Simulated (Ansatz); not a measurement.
**Response to strain in TiC**

Start from TiC in the rock salt structure (space group Fm-3m, No. 225; a = 4.261 Å; relaxed with 0.1 eV smearing). Axes: x, y, z lie along the cube axes.

Strains are applied to the cell and any free atomic positions relax; under biaxial strain the out-of-plane vector relaxes too.

The values are results of LDA/PAW in Ansatz (a quantum-chemistry and plane-wave program), no spin-orbit coupling, not measurements.

Notes on the quantities. energy relative to the base: free energy F.

```json
[
 {"biaxial strain, plane normal [001], relaxed out of plane (%)": "0", "energy relative to the base (meV/atom)": "0.0"},
 {"biaxial strain, plane normal [001], relaxed out of plane (%)": "0.5", "energy relative to the base (meV/atom)": "1.0"},
 {"biaxial strain, plane normal [001], relaxed out of plane (%)": "1", "energy relative to the base (meV/atom)": "3.8"},
 {"biaxial strain, plane normal [001], relaxed out of plane (%)": "1.5", "energy relative to the base (meV/atom)": "8.5"},
 {"biaxial strain, plane normal [001], relaxed out of plane (%)": "2", "energy relative to the base (meV/atom)": "14.9"},
 {"biaxial strain, plane normal [001], relaxed out of plane (%)": "2.5", "energy relative to the base (meV/atom)": "?"},
 {"biaxial strain, plane normal [001], relaxed out of plane (%)": "3", "energy relative to the base (meV/atom)": "32.4"}
]
```

Question: Fit ΔE = Aε² + Bε³ (ε in %) to the rows shown and predict the withheld row.

Answer: Least squares on the printed values gives A = 3.96 and B = -0.12 meV/atom (largest residual 0.0 meV/atom); this predicts 22.9 meV/atom, and the run gives 22.9 meV/atom, in agreement.

Whether these cells are dynamically stable was not tested. All final runs are without spin polarisation.
